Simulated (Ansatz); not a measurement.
**WS2 under a change: pressure 7.5 GPa**

The parent structure is WS₂ in the 2H-MoS2 type structure (space group P6_3/mmc, No. 194; a = 3.154 Å, c = 12.137 Å; layered, stacked along the Cartesian z axis).

Now apply this change: a hydrostatic pressure of 7.5 GPa.

Method: Ansatz (a quantum-chemistry and plane-wave program) PBE-D3(BJ), spin-orbit coupling left out. Settings: 12×12×3 k-points, 0.05 eV Fermi–Dirac smearing.

The volume per atom drops by 1.56 Å³, from 17.43 Å³ to 15.87 Å³ and the density increases by 0.77 g/cm³ to 8.65 g/cm³. The c/a ratio shrinks by 0.149 (3.848 → 3.699) and the shortest interatomic distance drops by 2.1 pm to 238.6 pm. The enthalpy H = E + PV relative to the base's energy amounts to +0.77 eV/atom and the band gap decreases by 0.37 eV to 0.51 eV. The smallest direct gap grows by 0.11 eV (1.83 eV → 1.94 eV) and the electron mass comes out as 0.37 mₑ along c, 0.45 mₑ across (off the special points). The hole mass changes from 0.89 mₑ along c, 0.55 mₑ across (at Γ) to 1.2 mₑ along c, 0.37 mₑ across (at Γ) and the valence-band top at Γ (three highest levels, from the VBM) becomes 0.00, -1.08, -1.76 eV (base: 0.00, -1.30, -1.42 eV).

Spin-orbit coupling, missing from the scalar runs, can matter with W. Load acts through the strain it causes; cell and atoms are relaxed under it. Effective masses come from finite differences of ±0.01 Å⁻¹. Whether these cells are dynamically stable was not tested. No other phases were tried under pressure.
